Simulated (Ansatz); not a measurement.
## A computed series for SiC: response to strain

The parent structure is SiC (space group P6_3mc, No. 186).

```xyz
8
Lattice="3.0781 0.0000 0.0000 -1.5390 2.6657 0.0000 0.0000 0.0000 10.0760" Properties=species:S:1:pos:R:3 pbc="T T T"
Si     0.0000     0.0000     5.0412
Si     0.0000     0.0000     0.0032
Si     0.0000     1.7771     2.5215
Si     1.5390     0.8886     7.5595
C      0.0000     0.0000     3.1523
C      0.0000     0.0000     8.1904
C      0.0000     1.7771     0.6268
C      1.5390     0.8886     5.6649
```

Cartesian axes are those of the cell as printed.

Strains are applied to the cell and any free atomic positions relax; under biaxial strain the out-of-plane vector relaxes too.

All numbers come from PBEsol (Ansatz, a program for electronic structure; PAW; 420 eV plane waves; spin-orbit coupling left out).

```csv
"biaxial strain, plane normal [001], relaxed out of plane (%)",out-of-plane strain (%)
-3,0.69
-2.25,0.51
-1.5,?
-0.75,0.16
0,0.00
```

Fit ε⊥ = −νε + γε² (strains in %) to the rows shown and predict the withheld row.

Least squares on the printed values gives ν = 0.21 (the biaxial Poisson response) and γ = 0.006 (largest residual 0.00 %); this predicts 0.33 %, and the run gives 0.33 %, in agreement.

Stability against distortions was not tested.
